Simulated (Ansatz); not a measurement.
The reference is TeO2 in the fluorite structure (space group Fm-3m, No. 225; a = 5.335 Å; a hypothetical phase, not in the database extracts checked).

Levels (all Ansatz, a first-principles code, PAW): r2SCAN (500 eV, no SOC); HSE06 (420 eV, scalar-relativistic without spin-orbit coupling).

The geometry is relaxed with r2SCAN.

r2SCAN lowest conduction level above the VBM at special points: X 1.44 eV; Γ 2.01 eV; U 3.30 eV

Problem. How does going to HSE06 change the lowest conduction level above the VBM at special points?

Solution. The lowest conduction level above the VBM at special points becomes X 2.05 eV; Γ 2.65 eV; U 3.99 eV (r2SCAN: X 1.44 eV; Γ 2.01 eV; U 3.30 eV).

Single points use the geometry relaxed with r2SCAN. The hybrid gap comes from the SCF mesh plus the semilocal run's edge points and a few special points and is an upper bound. The levels and masses belong to the bands next to the band gap. Whether these cells are dynamically stable was not tested.
